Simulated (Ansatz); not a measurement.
Consider TlCl in the rock salt structure (space group Fm-3m, No. 225; a = 6.333 Å; a model cell, its experimental status unchecked). Axes: x, y, z lie along the cube axes.

Calculations: PBEsol/PAW in Ansatz (a program for electronic structure), scalar-relativistic without spin-orbit coupling.

A first run, uniaxial strain ε_xx = +0.82 %, gives secant values C11 ≈ 47 GPa and C12 ≈ 9.5 GPa from its stress. A second run applies isotropic strain +2.01 %.

Q: What does linear elasticity predict for the bulk modulus −ΔP/(ΔV/V₀) in the second run, and what does the run give?

A: Linear elasticity: (C11 + 2 C12)/3 = 22 GPa. The run gives 19 GPa; any difference comes from nonlinear terms at these strains and numerical noise.

Stability against distortions was not tested. This is not the structure that TlCl has at room temperature and ambient pressure.
